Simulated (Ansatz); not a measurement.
Start from Rh in the fcc (Cu type) structure (space group Fm-3m, No. 225; a = 3.755 Å; relaxed with 0.1 eV smearing). Axes: x, y, z lie along the cube axes.

Level of theory: LDA (Ansatz, a program for electronic structure), scalar-relativistic without spin-orbit coupling.

It is then changed as follows: biaxial strain −2.00 %, plane normal [001], relaxed out of plane (Cartesian); in-plane vectors clamped, the third vector and the atoms free.

Problem. Estimate the effect on the ratio −ε⊥/ε∥, in-plane stress and energy relative to the base.

Solution. The ratio −ε⊥/ε∥ comes out as 0.92; the mean in-plane stress (compression positive) amounts to +11.5 GPa; the energy grows by 18 meV/atom.

No phonon test of stability was made. All final runs are without spin polarisation.
